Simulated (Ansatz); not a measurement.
Consider Cs in the bcc (W type) structure (space group Im-3m, No. 229; a = 6.2752 Å).

Method: r2SCAN, PAW, 500 eV (Ansatz, a program for electronic structure; no spin-orbit coupling).

Before the change:

```
Quantity             Value
---------------  ---------
Volume per atom  123.55 Å³
```

The change: full substitution Cs → K, then cell and atoms are relaxed.

Tabulated Pauling electronegativity and covalent radius: Cs 0.79, 2.44 Å; K 0.82, 2.03 Å.

Estimate the effect on the volume per atom.

The volume per atom decreases by 46.846 Å³, from 123.55 Å³ to 76.71 Å³.

Whether these cells are dynamically stable was not tested. The final runs are not spin-polarised.
